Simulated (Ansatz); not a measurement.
The parent structure is LiNbO₃ (space group R3c, No. 161).

```yaml
crystal:
  lattice:
    - [2.56838, 1.48285, 4.62904]
    - [-2.56838, 1.48285, 4.62904]
    - [0.00000, -2.96571, 4.62904]
  atoms:
    - { symbol: Li, position: [0.70208, 0.70208, 0.70208] }
    - { symbol: Li, position: [0.20208, 0.20208, 0.20208] }
    - { symbol: Nb, position: [0.98410, 0.98410, 0.98410] }
    - { symbol: Nb, position: [0.48410, 0.48410, 0.48410] }
    - { symbol: O, position: [0.62226, 0.87652, 0.26475] }
    - { symbol: O, position: [0.87652, 0.26475, 0.62226] }
    - { symbol: O, position: [0.26475, 0.62226, 0.87652] }
    - { symbol: O, position: [0.76475, 0.37652, 0.12226] }
    - { symbol: O, position: [0.37652, 0.12226, 0.76475] }
    - { symbol: O, position: [0.12226, 0.76475, 0.37652] }
```

Cartesian axes are those of the cell as printed.

Level of theory: r2SCAN (Ansatz, an electronic-structure program), no spin-orbit coupling, earlier PAW set.

Strains are applied to the cell and any free atomic positions relax.

One change was made to it. Results:

| quantity | base | after |
|---|---|---|
| energy relative to the base (free energy F) | 0 meV/atom | +5.9 meV/atom |
| largest internal atomic displacement | – | 0.043 Å |

### Question
What was done to the base?
A. strain tensor (xx, yy, zz, yz, xz, xy) = (−0.31, −1.65, +0.44, +0.68, −0.19, +1.85) %
B. isotropic strain −3.37 %
C. isotropic strain −3.45 %
D. isotropic strain +3.08 %

### Answer
A, strain tensor (xx, yy, zz, yz, xz, xy) = (−0.31, −1.65, +0.44, +0.68, −0.19, +1.85) %. For comparison, the energy relative to the base in the other runs: isotropic strain +3.08 % gives +28 meV/atom; isotropic strain −3.45 % gives +47 meV/atom; isotropic strain −3.37 % gives +45 meV/atom.

No phonon test of stability was made.
